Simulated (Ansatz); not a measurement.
# Ag2O: energy against volume

Ag2O (cuprite, Pn-3m, 17.378 Å³/atom and stress up to 0.01 GPa in the relaxed cell, cube axes along x, y and z) under an equal strain ε along all three axes. PBEsol in Ansatz, a plane-wave DFT program (PAW, default set), 420 eV, 7×7×7 Γ-centred mesh, Fermi-Dirac smearing 0.05 eV; ions are relaxed, or left where forces stay under 0.02 eV/Å, within the symmetry of each cell.

Here V stands for volume and E for E less E0.

```csv
volume (Å³/atom),E less E0 (meV/atom),pressure (GPa)
15.8606,?,?
16.4565,14.87,5.50
16.7600,6.41,3.48
17.0672,1.53,1.65
17.3781,0.00,-0.01
17.6928,1.53,-1.51
18.0113,5.93,-2.86
18.3336,12.97,-4.09
```

Task: Using the third-order Birch-Murnaghan form, a cubic in V^(-2/3), estimate the missing E at V = 15.8606 from the other rows, showing the fit.

Result: With u = V^(-2/3) - 0.149, the rows have u = 0.005564, 0.003692, 0.001855, 0.000050, -0.001723, -0.003464, -0.005175. Least squares gives E = -0.005 - 69.2·u + 481636·u² + 2032587·u³. Residuals (row less fit): -0.001, 0.003, -0.007, 0.007, -0.004, 0.000, 0.000; standard error 0.006 (degrees of freedom: 3). Its minimum lies at u = 0.000072, so V0 = (0.149072)^(-3/2) = 17.37. There d²E/du² = 964100 and d³E/du³ = 1.220e7, so B0 = (4/9) × 17.37^(-7/3) × 964100 × 0.160218 = 87.8 GPa (the last factor turns the table's units into GPa), and B0' = 4 + (2/3) × 0.149072 × (1.220e7)/964100 = 5.3. B0' rests on the cubic coefficient alone and has a standard error of 0.1 from these residuals. At the withheld row, u = 0.009412, so E = -0.005 - 69.2 × 0.009412 + 481636 × 0.009412² + 2032587 × 0.009412³ = 43.704 meV/atom. The calculation gives 43.62 meV/atom, 0.084 meV/atom below the prediction (0.2 % of the range of E in the table). The row lies outside the fitted rows, so this is an extrapolation. From the scatter of the fitted rows alone, a prediction at this place has a standard error of 0.048 meV/atom, so the miss is 1.8 times that.

This level leaves no gap over 0.05 eV at strain -0.60, 0.00, 0.60, 1.20, 1.80 %. The primitive cell can neither tilt nor turn polar against its symmetry, as such crystals can under strain. Other structures, which can take over under pressure, weren't tried. The same form fitted to the pressure column gives B0' = 5.2; series where the two differ by over 0.4 aren't shown. Rows are the converged runs of the series near zero and its far end, less any whose ions stayed unrelaxed beside relaxed ones; series whose fitted rows scatter by over a few per cent of the range, as at a crossing or softening among them, aren't shown in this form.
